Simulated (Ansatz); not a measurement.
NaSrH3 (model structure, started from the KMgH3 type, Pm-3m, No. 221, 5 atoms in the cell) was calculated with G0W0@PBEsol (hard PAW, contour deformation; Ansatz, a first-principles code).

The cell is the one relaxed with PBEsol. Conventional cell: a = 4.6413 Å, b = 4.6413 Å, c = 4.6413 Å, α = 90.00°, β = 90.00°, γ = 90.00°.

One run with a 6×6×6 mesh, response cutoff 100 eV and 417 empty bands, not extrapolated in mesh or basis; no spin–orbit coupling.

Highest filled and lowest empty level by k point (fractions of the reciprocal vectors of the cell (4.641 -0.000 0.000) (0.000 4.641 0.000) (0.000 0.000 4.641) Å; eV from the valence maximum of each method):

```csv
k,PBEsol filled,PBEsol empty,QP filled,QP empty
0 0 0,-0.91,5.54,-0.79,7.23
0 0 0.167,-0.85,4.60,-0.74,6.32
0 0.167 0.333,-0.69,3.38,?,?
0 -0.5 -0.5,-0.34,1.81,-0.32,3.61
0.167 0.333 0.333,-0.43,2.65,-0.39,4.45
0.167 -0.5 -0.5,-0.27,1.98,?,?
0.333 0.333 -0.5,-0.22,2.62,-0.18,4.42
0.333 -0.5 -0.5,-0.10,2.41,-0.09,4.25
```

**Question.** Estimate the withheld levels to about 0.1 eV.

**Answer.** 
- 0 0.167 0.333, QP filled: -0.61
- 0 0.167 0.333, QP empty: 5.17
- 0.167 -0.5 -0.5, QP filled: -0.25
- 0.167 -0.5 -0.5, QP empty: 3.79

Note: the relaxation could raise the start's symmetry but not lower it, so the cell can be a saddle point.

A model structure was made by putting elements into a prototype or built by hand; it is no filed structure, need not be a known phase, and can be a saddle point held by its symmetry.
